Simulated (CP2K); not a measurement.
A self-consistent single point of a (001) slab of Mg (cut from a parent of space group no. 194; 2 atoms in the cell) with CP2K.

Computed with LDA (Pade form), GPW, DZVP-MOLOPT-SR-GTH basis, GTH-PADE potentials (GTH_POTENTIALS) run with CP2K.

```
Mg
1.0
    3.20037     0.00000     0.00000
   -1.60018     2.77160     0.00000
    0.00000     0.00000    16.59721
Mg
2
Direct
  0.66667   0.33333   0.57824
  0.33333   0.66667   0.42176
```

Reference input (self-consistent single point, DFT LDA (Pade form), GPW, DZVP-MOLOPT-SR-GTH basis, GTH-PADE potentials (GTH_POTENTIALS)): CUTOFF = 1000 Ry; REL_CUTOFF = 50 Ry; SMEAR/METHOD = FERMI_DIRAC; ELECTRONIC_TEMPERATURE = 1160.45 K; KPOINTS/SCHEME = MONKHORST-PACK 6 6 1; GAMMA_CENTERED = T; XC_FUNCTIONAL = PADE; Mg/BASIS_SET = DZVP-MOLOPT-SR-GTH-q10; Mg/POTENTIAL = GTH-PADE-q10; METHOD = GPW; EPS_DEFAULT = 1e-10; NGRIDS = 5. This run's input differs from it in these lines:

```diff
@@ -16,3 +16,3 @@
     &MGRID
-      CUTOFF 1000
+      CUTOFF 2000
       REL_CUTOFF 50
```

Log, with long lists cut:

```
 SCF WAVEFUNCTION OPTIMIZATION

  Step     Update method      Time    Convergence         Total energy    Change
     1 NoMix/Diag. 0.20E+00      -     1.06406939      -126.4842940280 -1.26E+02
     2 Broy./Diag. 0.20E+00      -     0.00186689      -126.4479525800  3.63E-02
     3 Broy./Diag. 0.20E+00      -     0.00730835      -126.3061658124  1.42E-01
     4 Broy./Diag. 0.20E+00      -     0.00118918      -126.2376816441  6.85E-02
     5 Broy./Diag. 0.20E+00      -     0.00218839      -126.2753217955 -3.76E-02
     6 Broy./Diag. 0.20E+00      -     0.00015499      -126.2823698435 -7.05E-03
   [... 8 lines left out ...]
    15 Broy./Diag. 0.20E+00      -     0.00000058      -126.2754152847 -2.10E-05
    16 Broy./Diag. 0.20E+00      -     0.00000045      -126.2754057679  9.52E-06
    17 Broy./Diag. 0.20E+00      -     0.00000012      -126.2754041427  1.63E-06
    18 Broy./Diag. 0.20E+00      -     0.00000006      -126.2754068984 -2.76E-06
  *** SCF run converged in    18 steps ***

  Overlap energy of the core charge distribution:               0.00000000000000
  Self energy of the core charge distribution:               -267.45238863652247
  Core Hamiltonian energy:                                     81.07547084945014
  Hartree energy:                                              76.75548656132104
  Exchange-correlation energy:                                -16.65126237487698
  Electronic entropic energy:                                  -0.00271329797593
  Fermi energy:                                                -0.04300285668089

  Total energy:                                              -126.27540689839878
  Total energy (extrapolated to T->0):                       -126.27405024941082

   [... lines left out ...]

 STRESS| Analytical stress tensor [bar]
 STRESS|                        x                   y                   z
 STRESS|      x       -1.56741247813E+04  -3.02911259242E-02  -3.32647758437E-02
 STRESS|      y       -3.02911259242E-02  -1.56741495270E+04   1.81410946475E-02
 STRESS|      z       -3.32647758437E-02   1.81410946475E-02   9.24518582797E+03
 STRESS| 1/3 Trace                                            -7.36769616009E+03
```

The run converged in 18 iterations. Against the reference run the free energy stays essentially unchanged (within 1 meV/atom) and the largest force goes from 0.291 to 0.276 eV/Å.

The starting cell has typed, rounded lattice constants, without a prior relaxation at this level. The slab is cut from that crystal, and its faces are unrelaxed. Its lattice was rescaled by up to half a per cent. Values carry the incompleteness of an atom-centred basis.

Cost on one core of a shared machine: roughly 40 s.
